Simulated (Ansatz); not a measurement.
The reference is K in the bcc (W type) structure (space group Im-3m, No. 229; a = 5.2881 Å; relaxed with 0.1 eV smearing).

Method: PBE in Ansatz (plane waves to 420 eV, PAW, no spin-orbit coupling).

Before the change:

The pressure is 0.0 GPa.

Now apply this change: every lattice vector is shortened by 2.50 %; the atoms relax in the strained cell.

Q: Predict the new energy relative to the base and pressure.

A: The energy increases by 4.9 meV/atom; the pressure goes from zero to 0.3 GPa.

Whether these cells are dynamically stable was not tested.

Ansatz is a first-principles code.
